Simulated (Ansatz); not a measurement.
Given:

```
CELL_PARAMETERS angstrom
     -2.65111     2.71213     5.35485
      2.65111    -2.71213     5.35485
      2.65111     2.71213    -5.35485
ATOMIC_POSITIONS crystal
  Zn 0.99953 0.99953 0.00000
  Zn 0.75047 0.25047 0.50000
  Ge 0.50033 0.50033 0.00000
  Ge 0.24967 0.74967 0.50000
  P  0.87500 0.87526 0.50026
  P  0.12698 0.62500 0.00198
  P  0.37500 0.37474 0.49974
  P  0.62302 0.12500 0.99802
```

No spin polarisation.

The values are results of PBEsol (Ansatz, a program for electronic structure), no spin-orbit coupling, not measurements. Settings: 9×9×9 k-points, 0.05 eV Fermi–Dirac smearing.

Predict the band gap and space group.

The band gap is 0.93 eV. The space group is I2_12_12_1 (No. 24).

The cells carry an imposed strain or load. Whether these cells are dynamically stable was not tested. The cell was made from ZnGeP$_{2}$ in the chalcopyrite structure (space group I-42d, No. 122) by this change: uniaxial strain ε_xx = −2.25 %.
